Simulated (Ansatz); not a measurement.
## Thickness series in Os

The parent structure is Os in the hcp (Mg type) structure (space group P6_3/mmc, No. 194; a = 2.738 Å, c = 4.316 Å). Axes: x lies along a and z along c of the hexagonal cell.

Free-standing slabs (1 atom(s) a layer) normal to the z axis with 15 Å of vacuum; in-plane cell held at bulk.

Computed with r2SCAN/PAW in Ansatz (an electronic-structure program), no spin-orbit coupling.

Notes on the quantities. excess energy per area of both faces: slab less bulk energy over the cell's area: twice a surface energy; uncertain by up to 0.2 J/m².

| case | excess energy per area of both faces | thickness between the outermost nuclei | shortest interatomic distance |
|---|---|---|---|
| base | – | – | 5.055 bohr |
| 1 layer | – | – | 5.175 bohr |
| 2 layers | 6.09 J/m² | 2.01 Å | 4.830 bohr |
| 3 layers | 6.1 J/m² | 4.16 Å | 4.937 bohr |
| 4 layers | 6.5 J/m² | 6.34 Å | 4.946 bohr |
| 5 layers | 6.6 J/m² | 8.50 Å | 4.921 bohr |
| 6 layers | 6.4 J/m² | 10.64 Å | 4.923 bohr |
| 7 layers | 6.4 J/m² | 12.81 Å | 4.937 bohr |

The excess energy carries the mismatch between the slab's and the bulk's meshes. Whether these cells are dynamically stable was not tested. All final runs are without spin polarisation.
